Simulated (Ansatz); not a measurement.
# How the lattice parameter a of PdGe2 (model structure, started from the fluorite type, Fm-3m, No. 225, 3 atoms in the cell) moves with the method

No measured value is used here.

```
level (code)         value (Å)
-------------------  ---------
PBE (Ansatz)             6.077
PBEsol (Ansatz)          5.985
PBE-D3(BJ) (Ansatz)      6.003
```

Ansatz's density-functional and Hartree–Fock values are scalar-relativistic unless marked +SOC, with PAW data made under PBE.

A model structure was made by putting elements into a prototype or built by hand; it is no filed structure, need not be a known phase, and can be a saddle point held by its symmetry.

Ansatz is a program for electronic structure.
